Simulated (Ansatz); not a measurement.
An Ansatz (a first-principles code) input (PBEsol (Ansatz, PAW, spin-orbit coupling left out), earlier PAW set):

Ansatz 0.2 input:
```yaml
crystal:
  lattice:
    - [5.3539948045, 0, 0]
    - [2.6769974022, 4.6366955124, 0]
    - [2.6769974022, -1.5455651708, 4.1454927564]
  atoms:
    - { symbol: Br, position: [0.5, 0.75, 0.25] }
    - { symbol: Tl, position: [0, 0, 0] }
basis: { ecutwfc: 420, ecutrho_ratio: 4, xc_grid: 2, fft_grid_basis: typed }
kpoints: { mp_grid: { grid: [8, 8, 8] } }
hamiltonian:
  xc: pbesol
  dispersion: none
  pseudopotentials: { azcp: { folder: ./paw }, kind: paw }
scf: { occupations: { method: fermi_dirac, width: 0.05 } }
relax: { f_tol: 0.005, max_steps: 50, cell: { stress_tol: 0.01, fix: [a, b, gamma] } }
output: { forces: true, stress: true }
checkpoint: { write: state.ck, write_every: 1000 }
```

Problem. Which symmetry and how many k-points will the program report, and about how many plane waves at Γ?

Solution. Space group R3m (ITA 160) with 6 operations, k-points 65 of 512, and 2029 plane waves at Γ.

Problem. And the final pressure?

Solution. 0.83 GPa (compression positive).

The cells carry an imposed strain or load. No phonon test of stability was made. Under biaxial strain +3.57 %, plane normal [111], relaxed out of plane the cell ends below the base's energy or with stress of the wrong sign: the atoms slid into a distortion or the cell is elastically unstable, so the base is not a stable minimum at this level. The cell was made from TlBr in the zinc blende structure (space group F-43m, No. 216; a hypothetical phase, not in the database extracts checked) by this change: biaxial strain +3.57 %, plane normal [111], relaxed out of plane.
